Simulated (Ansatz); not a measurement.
Cost and result by functional for the ionisation potential of the (10-1) surface of monoclinic HfO2 in its 1x1 cell (cut with top plane Hf + O, bottom plane Hf + O), relaxed from an ideal cut (the real face may reconstruct), outermost plane spacing 0.16 Å in the ideal cut (one of several cuts of this face), with 1 Hf a cell over the bulk's ratio (in the relaxation O ended outermost), in Ansatz (plane waves, PAW). Single points on the PBE structure, on one kind of machine; costs are rough ratios of the slab run's core time (references not counted) to the cheapest single point. r2SCAN's cost holds its higher cutoff (500 against 420 eV). Differences are taken against r2SCAN for comparison alone: no measured value is at hand, so the table doesn't rank accuracy.

Model: 34-atom slab, Hf12O22, 10.6 Å thick at the start, 5x4x1 mesh, Fermi-Dirac 0.025 eV, dipole correction, all atoms relaxed; held to the start's symmetry, so lower structures may exist; no spin, no spin-orbit, no U. These notes are the PBE run's.

| functional | relative cost | ionisation potential (eV) | less r2SCAN (eV) |
|---|---|---|---|
| PBEsol | 1 | 7.70 | -0.49 |
| LDA | 1 | 7.86 | -0.33 |
| RPBE | 1 | 7.65 | -0.54 |
| r2SCAN | 2 | 8.19 | 0.00 |
| PBE (the relaxed run's value) | – | 7.71 | -0.47 |

The values span 0.54 eV, while the single points' costs differ by a factor of roughly 2. Differences are of unrounded values.

Ansatz is a program for electronic structure.
